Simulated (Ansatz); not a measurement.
# Short convergence ladders for LiZn₃ (I4mm, 4 atoms in the cell)

```xyz
4
Lattice="0.0000 3.0201 3.0201 3.0201 0.0000 3.0201 3.0201 3.0201 0.0000" Properties=species:S:1:pos:R:3 pbc="T T T"
Li     0.0000     0.0000     0.0500
Zn     1.5101     1.5101     1.5101
Zn     4.5302     4.5302     4.5302
Zn     3.0201     3.0201     3.0201
```

Base method: LDA (PW92), default PAW files made with PBE (plane waves; Ansatz, a quantum-chemistry and plane-wave program).

Base settings: basis.ecutwfc = 420 eV; kpoints.mp_grid.grid = 10 10 10; hamiltonian.xc = lda; hamiltonian.pseudopotentials = {kind: paw} (the program's default PAW files); scf.occupations.method = gaussian; scf.occupations.width = 0.1 eV.

The count of work is k-points × plane waves × bands × iterations; it is no time. Core times come from one kind of shared machine, to one figure; runs under 30 s give none.

**The width of Fermi-Dirac smearing**

In this ladder: kpoints.mp_grid.grid = 16 16 16; scf.occupations.method = fermi_dirac.

Narrow widths need finer meshes than wide ones, so the last steps can hold mesh noise.

Only quantities that move along the ladder and can be compared are tabulated; pressure and forces are left out, as mesh noise rules them at narrow widths.

| scf.occupations.width | free energy less the last step's (meV/atom) | energy extrapolated to zero width less the last step's (meV/atom) |
|---|---|---|
| 1 eV | -401.81 | 32.18 |
| 0.5 eV | -93.02 | 3.12 |
| 0.3 eV | -32.12 | 0.56 |
| 0.2 eV | -13.63 | 0.21 |
| 0.1 eV | -2.66 | 0.11 |
| 0.05 eV | 0.00 | 0.00 |

Widest scf.occupations.width that holds the free energy within 5 meV/atom: not settled: the last two steps still differ by 2.7 meV/atom, over half the tolerance, so the ladder does not show it.

Widest scf.occupations.width that holds the energy extrapolated to zero width within 2 meV/atom of the last step, with all finer ones: 0.3 eV; the step before is off by 3.1 meV/atom.

The extrapolation to zero width removes most of the smearing's effect on the energy.

**The width of Methfessel-Paxton smearing**

In this ladder: kpoints.mp_grid.grid = 16 16 16; scf.occupations.method = methfessel_paxton.

Narrow widths need finer meshes than wide ones, so the last steps can hold mesh noise.

Only quantities that move along the ladder and can be compared are tabulated; pressure and forces are left out, as mesh noise rules them at narrow widths.

```csv
scf.occupations.width,free energy less the last step's (meV/atom)
1 eV,1.15
0.5 eV,0.23
0.3 eV,0.22
0.2 eV,0.12
0.1 eV,0.01
0.05 eV,0.00
```

Widest scf.occupations.width that holds the free energy within 0.5 meV/atom of the last step, with all finer ones: 0.5 eV; the step before is off by 1.1 meV/atom.

**The mesh under tetrahedron occupations**

In this ladder: scf.occupations.method = tetrahedron; scf.occupations.width = default.

Only quantities that move along the ladder and can be compared are tabulated.

| kpoints.mp_grid.grid | free energy less the last step's (meV/atom) | pressure (GPa) | count of work / last | core time / last (rough) |
|---|---|---|---|---|
| 4 4 4 | 35.02 | -6.41 | 0.016 | – |
| 5 5 5 | 2.01 | -5.60 | 0.022 | – |
| 6 6 6 | -0.94 | -5.53 | 0.036 | – |
| 8 8 8 | -0.13 | -5.24 | 0.071 | – |
| 9 9 9 | -1.05 | -5.06 | 0.090 | – |
| 11 11 11 | 0.68 | -5.01 | 0.15 | – |
| 14 14 14 | -0.20 | -4.96 | 0.29 | 0.3 |
| 18 18 18 | -0.02 | -4.92 | 0.58 | 0.3 |
| 22 22 22 | 0.00 | -4.90 | 1.0 | 1 |

Coarsest kpoints.mp_grid.grid that holds the free energy within 0.5 meV/atom of the last step, with all finer ones: 14 14 14, at 0.29 of the last step's count of work and about 0.3 of the last step's time; the step before is off by 0.68 meV/atom.

Coarsest kpoints.mp_grid.grid that holds the pressure within 0.5 GPa of the last step, with all finer ones: 8 8 8, at 0.071 of the last step's count of work; the step before is off by 0.63 GPa.

Two neighbours can agree and both be off: 5 5 5 and 6 6 6 differ by 0.07 GPa in the pressure, yet lie about 0.63 GPa from the last step.

On the base run: the starting cell comes from a database of computed structures (which also holds hypothetical and non-ambient phases and stackings), without a prior relaxation at this level. Its lattice was rescaled by up to half a per cent. One atom was moved a little off its site on purpose. In the base run, with a pressure of about -5 GPa the cell is away from its equilibrium volume at this level. Ansatz's pressure includes its estimate of the finite-basis (Pulay) stress.

Left out of this page: 4 runs of the series outside the window shown, repeating another row's setting, or not comparable.

Keys are those of Ansatz 0.2.
